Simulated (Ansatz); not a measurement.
Gap of wurtzite GaP, (10-10) cell, strained to GaAs (GaP held in this type, which need not be the stable form; held in plane at the lattice of GaAs), on one geometry relaxed at PBE.

Methods: r2SCAN (plane waves to 500 eV, PAW; Ansatz, a quantum-chemistry and plane-wave program); HSE06 (plane waves to 420 eV, PAW; Ansatz). Geometries and values that name no level are of the first. Scalar-relativistic, without spin–orbit coupling. Its k-point mesh 8×5×5, Fermi–Dirac width 0.01 eV. HSE06 ran on meshes of its own (5×3×3); its edges and gaps are taken over the mesh and over extra points off it, mostly where PBE has its edges.

```
level   gap (eV)
------  --------
r2SCAN       ___
HSE06       1.58
```

**Question.** Complete the blanks.

**Answer.** 
- r2SCAN, gap (eV): 1.19
